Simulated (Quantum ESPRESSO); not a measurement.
Quantum ESPRESSO run on Bi2Se3 (R-3m, 5 atoms in the cell): self-consistent single point.

Computed with PBE, GBRV 1.5 ultrasoft (PBE) pseudopotentials (plane waves; Quantum ESPRESSO).

```xyz
5
Lattice="2.0611 1.1900 9.8116 -2.0611 1.1900 9.8116 0.0000 -2.3800 9.8116" Properties=species:S:1:pos:R:3 pbc="T T T"
Bi     0.0000     0.0000    11.7280
Bi     0.0000     0.0000    17.7068
Se     0.0000     0.0000     0.0000
Se     0.0000     0.0000     6.3496
Se     0.0000     0.0000    23.0853
```

Reference input (self-consistent single point, DFT, PBE, plane waves, GBRV 1.5 ultrasoft (PBE) pseudopotentials): ecutwfc = 40 Ry; ecutrho = 200 Ry; occupations = smearing; smearing = gauss; degauss = 0.00147 Ry; potentials = {Bi: bi_pbe_v1.uspp.F.UPF, Se: se_pbe_v1.uspp.F.UPF}; K_POINTS = automatic 6 6 6 0 0 0; conv_thr = 1e-10 Ry. This run's input differs from it in these lines:

```diff
@@ -13,4 +13,4 @@
   ntyp = 2
-  ecutwfc = 40
-  ecutrho = 200
+  ecutwfc = 16
+  ecutrho = 80
   occupations = 'smearing'
```

Output (repeated stretches shortened):

```
     Self-consistent Calculation

     iteration #  1     ecut=    16.00 Ry     beta= 0.70

     negative rho (up, down):  8.362E-02 0.000E+00

     total energy              =    -501.03584641 Ry
     estimated scf accuracy    <       0.88613020 Ry

     iteration #  2     ecut=    16.00 Ry     beta= 0.70

     negative rho (up, down):  8.733E-02 0.000E+00

     total energy              =    -501.10945321 Ry
     estimated scf accuracy    <       0.97954982 Ry

     iteration #  3     ecut=    16.00 Ry     beta= 0.70

     negative rho (up, down):  8.870E-02 0.000E+00

     total energy              =    -501.22449816 Ry
     estimated scf accuracy    <       1.60335749 Ry

   [... 8 blocks of this kind left out ...]

     iteration # 12     ecut=    16.00 Ry     beta= 0.70

     negative rho (up, down):  8.883E-02 0.000E+00

     total energy              =    -501.41243516 Ry
     estimated scf accuracy    <          1.3E-10 Ry

     iteration # 13     ecut=    16.00 Ry     beta= 0.70

     negative rho (up, down):  8.883E-02 0.000E+00
     End of self-consistent calculation

     the Fermi energy is     7.7595 ev

!    total energy              =    -501.41243516 Ry
     estimated scf accuracy    <          1.3E-11 Ry
     smearing contrib. (-TS)   =      -0.00000000 Ry
     internal energy E=F+TS    =    -501.41243516 Ry

     convergence has been achieved in  13 iterations

     negative rho (up, down):  8.883E-02 0.000E+00

     Forces acting on atoms (cartesian axes, Ry/au):

     atom    1 type  1   force =     0.00000000   -0.00000000   -0.00401393
     atom    2 type  1   force =     0.00000000    0.00000000    0.00401393
     atom    3 type  2   force =     0.00000000   -0.00000000    0.00000000
     atom    4 type  2   force =     0.00000000    0.00000000   -0.00720059
     atom    5 type  2   force =     0.00000000   -0.00000000    0.00720059

     Total force =     0.011658     Total SCF correction =     0.000017

     negative rho (up, down):  8.883E-02 0.000E+00
          total   stress  (Ry/bohr**3)                   (kbar)     P=       50.91
   0.00034753  -0.00000000   0.00000000           51.12       -0.00        0.00
   0.00000000   0.00034753  -0.00000000            0.00       51.12       -0.00
   0.00000000  -0.00000000   0.00034327            0.00       -0.00       50.50

   JOB DONE.
```

The run converged in 13 iterations. Against the reference run the free energy goes up by 212 meV/atom, the pressure goes from 2.72 to 5.09 GPa, the largest force goes from 0.357 to 0.185 eV/Å and the gap on the mesh goes from 0.419 to 0.430 eV.

The starting cell comes from a database of computed structures (which also holds hypothetical and non-ambient phases and stackings), without a prior relaxation at this level. Its lattice was rescaled by a random factor within 2.5 % of one. Spin-orbit coupling is off. At the lowered cutoff the pressure carries the error of an incomplete plane-wave basis.

Cost on one core of a shared machine: roughly 2 min.
